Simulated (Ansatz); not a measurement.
## Convergence study of the k-point mesh for BaTiO₃ (R3m, 5 atoms in the cell)

```
BaTiO3
1.0
    2.83401     1.63622     2.32388
   -2.83401     1.63622     2.32388
    0.00000    -3.27244     2.32388
Ba Ti O
1 1 3
Direct
  0.00731   0.00731   0.00731
  0.51333   0.51333   0.51333
  0.48895   0.97972   0.48895
  0.48895   0.48895   0.97972
  0.97972   0.48895   0.48895
```

Method: LDA (PW92), default PAW files made with PBE (plane waves; Ansatz, a first-principles code).

Base settings: basis.ecutwfc = 420 eV; kpoints.mp_grid.grid = 6 6 6; hamiltonian.xc = lda; hamiltonian.pseudopotentials = {kind: paw} (the program's default PAW files); scf.occupations.method = fermi_dirac; scf.occupations.width = 0.01 eV.

The second cell is the first with its lattice scaled by 0.98.

Only quantities that move along the ladder and can be compared are tabulated.

The count of work is k-points × plane waves × bands × iterations; it is no time. 

The starting cell comes from a database of computed structures (which also holds hypothetical and non-ambient phases and stackings), without a prior relaxation at this level. Its lattice was rescaled by up to half a per cent. One atom was moved a little off its site on purpose. In the base run, with a pressure of about -7 GPa the cell is away from its equilibrium volume at this level. Ansatz's pressure includes its estimate of the finite-basis (Pulay) stress.

Steps (kpoints.mp_grid.grid): 2 2 2; 3 3 3; 4 4 4; 5 5 5; 6 6 6; 7 7 7; 8 8 8; 9 9 9; 10 10 10; 11 11 11; 12 12 12; 13 13 13; 15 15 15; 16 16 16; 18 18 18.

Q: What is the coarsest kpoints.mp_grid.grid that holds the pressure within 1 GPa of the last step, with all finer ones?

A: 3 3 3, at 0.010 of the last step's count of work; the step before is off by 1.4 GPa.

Q: What is the coarsest kpoints.mp_grid.grid that holds the energy of the compressed cell less the first within 0.2 meV/atom of the last step, with all finer ones?

A: 4 4 4, at 0.022 of the last step's count of work; the step before is off by 0.43 meV/atom.

| kpoints.mp_grid.grid | free energy less the last step's (meV/atom) | energy of the compressed cell less the first (meV/atom) | pressure (GPa) | largest difference of a force vector from the last step's (eV/Å) | gap on the mesh (eV) | count of work / last |
|---|---|---|---|---|---|---|
| 2 2 2 | 86.67 | -0.76 | -5.45 | 2.179 | 2.252 | 0.0069 |
| 3 3 3 | 7.08 | -7.76 | -6.81 | 0.366 | 2.642 | 0.010 |
| 4 4 4 | 0.49 | -8.32 | -6.89 | 0.063 | 2.358 | 0.022 |
| 5 5 5 | -0.06 | -8.23 | -6.89 | 0.009 | 2.474 | 0.033 |
| 6 6 6 | -0.02 | -8.22 | -6.89 | 0.001 | 2.358 | 0.055 |
| 7 7 7 | 0.01 | -8.18 | -6.89 | 0.000 | 2.418 | 0.076 |
| 8 8 8 | 0.00 | -8.21 | -6.89 | 0.000 | 2.358 | 0.11 |
| 9 9 9 | 0.00 | -8.19 | -6.89 | 0.000 | 2.394 | 0.15 |
| 10 10 10 | 0.02 | -8.21 | -6.89 | 0.000 | 2.358 | 0.20 |
| 11 11 11 | 0.00 | -8.19 | -6.89 | 0.000 | 2.382 | 0.25 |
| 12 12 12 | 0.00 | -8.19 | -6.89 | 0.000 | 2.358 | 0.33 |
| 13 13 13 | 0.01 | -8.19 | -6.89 | 0.000 | 2.375 | 0.40 |
| 15 15 15 | 0.00 | -8.19 | -6.89 | 0.000 | 2.371 | 0.59 |
| 16 16 16 | 0.00 | -8.19 | -6.89 | 0.000 | 2.358 | 0.72 |
| 18 18 18 | 0.00 | -8.19 | -6.89 | 0.000 | 2.358 | 1.0 |

The energy difference between the two cells stays within 1 meV/atom of the last step's from 3 3 3 on, the total only from 4 4 4 on: much of the error is common to both cells and cancels.

The gap on the mesh jumps up and down from mesh to mesh; it is no smooth measure of convergence.

Keys are those of Ansatz 0.2.
